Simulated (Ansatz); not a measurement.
System: NaBeH₃ (Pm-3m, No. 221; start mp-23729). Method: G0W0@HSE06 in Ansatz (hard PAW, contour deformation).

The cell is the one relaxed with PBEsol. Conventional cell: a = 3.3265 Å, b = 3.3265 Å, c = 3.3265 Å, α = 90.00°, β = 90.00°, γ = 90.00°.

The quasiparticle gap at Γ at a fixed k mesh 4×4×4:

| response cutoff | value (eV) |
|---|---|
| 150 eV, 282 empty bands | 6.094 |
| 200 eV, 434 empty bands | 6.136 |
| 250 eV, 607 empty bands | 6.157 |
| 300 eV, 798 empty bands | 6.171 |

### Question
Taking the value to converge with the response cutoff E as E^(−3/2), extrapolate from the last two rows.

### Answer
With y = y∞ + c/w and weights w = 3953 and 5196 for the last two rows, y∞ = (w2 y2 − w1 y1)/(w2 − w1) = (5196 × 6.171 − 3953 × 6.157)/1243 = 6.216 eV, which lies 0.045 beyond the last row. Successive pairs of rows give 6.214, 6.210, 6.216. The limit also hangs on the law assumed, so its last digits aren't firm.

The other settings are not extrapolated, so this is the limit in one setting alone.

The smallest gap on this mesh is 2.92 eV, away from Γ.

Note: GW on a hybrid start was not checked against another program.

A start named mp-… is a Materials Project structure, which can be a computed phase never made.

Ansatz is a program for electronic structure.
